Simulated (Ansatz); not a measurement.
Amorphous In$_{9}$Ga$_{9}$Zn$_{9}$O$_{37}$Li$_{2}$, 66 atoms at 5.79 g/cm³, one PBE-relaxed geometry, zone centre. Methods: PBE, scalar-relativistic without spin-orbit coupling (Ansatz, a program for electronic structure); r2SCAN, scalar-relativistic without spin-orbit coupling (Ansatz); HSE06, scalar-relativistic without spin-orbit coupling (Ansatz). Plane waves to 420 eV (r2SCAN 500 eV); exact exchange is cut at the cell's faces. At PBE the levels at the filled edge of the gap are localised (band-tail or defect states). All rungs ran without spin polarisation.

A CHGNet melt-quench gave the starting glass, which DFT then relaxed. O atoms were pushed apart under 1.9 Å during the dynamics, to hinder bonds among them. The hot cell started wider than the set density and was brought back towards it in steps. It is the lowest in DFT energy of 2 quenches. It is a model cell: composition and starting density were chosen by hand, and all elements were melted together. No dispersion term was used. Its density started from a set value of 5.79 and ended at 5.79 g/cm³. The simulated quench (nominally 210 K/ps over its main leg) is rapid and tends to freeze in more defects than a deposited or slowly cooled glass has. Values belong to this one cell and scatter from quench to quench. The volume was held where the preparation left it and the shape relaxed, at a PBE pressure of 1.6 GPa. Stress components on the final sampling reach 1.7 GPa.

The relaxation ran on the zone centre alone. At PBE the level gap is 0.93 eV on a 2×2×2 Γ-centred mesh, and the spacing at the zone centre alone 0.94 eV.

### Question
What zone-centre spacing does r2SCAN give, roughly?

### Answer
1.41 eV (+0.47 eV against PBE).

### Question
What zone-centre spacing does HSE06 give, roughly?

### Answer
2.53 eV (+1.59 eV against PBE).

The highest filled and the lowest empty state spread over these numbers of atoms (participation numbers): PBE: 7.3 and 59.9; r2SCAN: 7.4 and 59.1; HSE06: 7.0 and 58.5.
